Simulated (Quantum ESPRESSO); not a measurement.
Worked example: self-consistent single point of TaN (Fm-3m, 2 atoms in the cell) in Quantum ESPRESSO.

Computed with PBE, GBRV 1.5 ultrasoft (PBE) pseudopotentials (plane waves; Quantum ESPRESSO 7.5).

```xyz
2
Lattice="-2.2345 0.0000 2.2345 0.0000 2.2345 2.2345 -2.2345 2.2345 0.0000" Properties=species:S:1:pos:R:3 pbc="T T T"
Ta    -2.2345     2.2345     2.2345
N      0.0000     0.0000     0.0000
```

Reference input (self-consistent single point, DFT, PBE, plane waves, GBRV 1.5 ultrasoft (PBE) pseudopotentials): ecutwfc = 40 Ry; ecutrho = 320 Ry; occupations = smearing; smearing = gauss; degauss = 0.0073499 Ry; potentials = {Ta: ta_pbe_v1.uspp.F.UPF, N: n_pbe_v1.2.uspp.F.UPF}; K_POINTS = automatic 9 9 9 0 0 0; conv_thr = 1e-10 Ry; mixing_beta = 0.5. This run's input differs from it in these lines:

```diff
@@ -12,4 +12,4 @@
     ntyp = 2,
-    ecutwfc = 40,
-    ecutrho = 320,
+    ecutwfc = 16,
+    ecutrho = 128,
     occupations = 'smearing',
```

The program printed (abridged):

```
     Self-consistent Calculation

     iteration #  1     ecut=    16.00 Ry     beta= 0.50

     negative rho (up, down):  8.708E-02 0.000E+00

     total energy              =    -161.35937008 Ry
     estimated scf accuracy    <       0.25642293 Ry

     iteration #  2     ecut=    16.00 Ry     beta= 0.50

     negative rho (up, down):  8.695E-02 0.000E+00

     total energy              =    -161.41115356 Ry
     estimated scf accuracy    <       0.06707486 Ry

     iteration #  3     ecut=    16.00 Ry     beta= 0.50

     negative rho (up, down):  8.659E-02 0.000E+00

     total energy              =    -161.42257241 Ry
     estimated scf accuracy    <       0.00541477 Ry

   [... 4 blocks of this kind left out ...]

     iteration #  8     ecut=    16.00 Ry     beta= 0.50

     negative rho (up, down):  8.665E-02 0.000E+00

     total energy              =    -161.42303968 Ry
     estimated scf accuracy    <          5.4E-10 Ry

     iteration #  9     ecut=    16.00 Ry     beta= 0.50

     negative rho (up, down):  8.666E-02 0.000E+00
     End of self-consistent calculation

     the Fermi energy is    20.8000 ev

!    total energy              =    -161.42303968 Ry
     estimated scf accuracy    <          6.6E-12 Ry
     smearing contrib. (-TS)   =      -0.00029385 Ry
     internal energy E=F+TS    =    -161.42274584 Ry

     convergence has been achieved in   9 iterations

     negative rho (up, down):  8.666E-02 0.000E+00

     Forces acting on atoms (cartesian axes, Ry/au):

     atom    1 type  1   force =     0.00000000    0.00000000    0.00000000
     atom    2 type  2   force =     0.00000000    0.00000000    0.00000000

     Total force =     0.000000     Total SCF correction =     0.000000

     negative rho (up, down):  8.666E-02 0.000E+00
          total   stress  (Ry/bohr**3)                   (kbar)     P=    -2435.17
  -0.01655396  -0.00000000  -0.00000000        -2435.17       -0.00       -0.00
  -0.00000000  -0.01655396   0.00000000           -0.00    -2435.17        0.00
  -0.00000000   0.00000000  -0.01655396           -0.00        0.00    -2435.17

   JOB DONE.
```

The run converged in 9 iterations. Against the reference run the free energy goes up by 4.90 eV/atom and the pressure goes from -12.30 to -243.5 GPa.

The starting cell comes from a database of computed structures (which also holds hypothetical and non-ambient phases and stackings), without a prior relaxation at this level. Its lattice was rescaled by a random factor within 2.5 % of one. Spin polarisation is off. At the lowered cutoff the pressure carries the error of an incomplete plane-wave basis.
